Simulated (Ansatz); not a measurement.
## What tensor shear ε_xz = +0.86 % does to Ti

Base system: Ti in the hcp (Mg type) structure (space group P6_3/mmc, No. 194; a = 2.902 Å, c = 4.593 Å; relaxed with 0.1 eV smearing). Axes: x lies along a and z along c of the hexagonal cell.

Modification: tensor shear ε_xz = +0.86 % (engineering shear γ = 0.0172); the atoms relax in the strained cell.

All numbers come from PBEsol, PAW, 420 eV (Ansatz, a quantum-chemistry and plane-wave program; scalar-relativistic without spin-orbit coupling). k-mesh 23×23×13 (Γ-centred); smearing 0.1 eV (Fermi–Dirac).

| quantity | base | changed | shift |
|---|---|---|---|
| volume per atom | 16.74 Å³ | 16.74 Å³ | 0.00 Å³ |
| shortest interatomic distance | 2.843 Å | 2.822 Å | -0.0201 Å |
| energy relative to the base (free energy F) | 0 meV/atom | +0.6 meV/atom | +0.6 meV/atom |
| band gap | zero | zero | – |
| stress (xx, yy, zz, yz, xz, xy; compression positive) | – | (0.0, 0.0, 0.0, 0.0, -0.7, 0.0) GPa | – |

No phonon test of stability was made. All final runs are without spin polarisation.
